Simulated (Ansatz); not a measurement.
Start from Mg2Sn (space group Fm-3m, No. 225; a = 6.664 Å; relaxed with 0.1 eV smearing). Axes: x, y, z lie along the cube axes.

Calculations: DFT with LDA, PAW potentials and a 420 eV plane-wave cutoff in Ansatz (an electronic-structure program), no spin-orbit coupling.

Base values:

The pressure is 0.0 GPa.

Now apply this change: tensile biaxial strain of 2.08 % in the plane normal to [111], as in epitaxy on a mismatched substrate; the out-of-plane cell vector and the atoms relax.

Q: Predict the new ratio −ε⊥/ε∥.

A: The ratio −ε⊥/ε∥ amounts to 0.51.

Q: How does this affect the pressure?

A: The pressure (mean of the normal stresses, compression positive) goes from zero to -1.3 GPa.

Stability against distortions was not tested.
